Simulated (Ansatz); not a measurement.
We consider PbI2 (P6₃mc, No. 186, 12 atoms in the cell; start mp-567542), described by PBEsol in Ansatz (PAW).

Settings: plane-wave cutoff 500 eV, 12×12×2 k mesh (along the axes of the cell as run), gaussian smearing 0.02 eV, scalar-relativistic PAW data made under PBE.

Cell (relaxed at this level):

```cif
data_I8Pb4
_chemical_formula_sum 'Pb4 I8'
_space_group_name_H-M_alt 'P63mc'
_space_group_IT_number 186
_space_group_name_Hall 'P 6c -2c'
_cell_length_a 4.54101
_cell_length_b 4.54101
_cell_length_c 28.34282
_cell_angle_alpha 90.000
_cell_angle_beta 90.000
_cell_angle_gamma 120.000
loop_
_atom_site_label
_atom_site_type_symbol
_atom_site_symmetry_multiplicity
_atom_site_Wyckoff_symbol
_atom_site_fract_x
_atom_site_fract_y
_atom_site_fract_z
_atom_site_occupancy
Pb1 Pb 2 b 0.66667 0.33333 0.25020 1
Pb2 Pb 2 b 0.66667 0.33333 0.49980 1
I1 I 2 b 0.33333 0.66667 0.18451 1
I2 I 2 a 0.00000 0.00000 0.31594 1
I3 I 2 a 0.00000 0.00000 0.06549 1
I4 I 2 b 0.33333 0.66667 0.43406 1
```

Predict the band gap.


- band gap: 2.16 eV (on the SCF k mesh)

Note: the relaxation could not lower the start's symmetry, so the cell can be a saddle point above a distorted one.

Spin–orbit coupling is not included; with these elements it can move the gap by several tenths of an eV or more.

Static lattice: no zero-point or thermal effects.

A start named mp-… is a Materials Project structure, which need not be a measured phase.

Ansatz is a program for electronic structure.
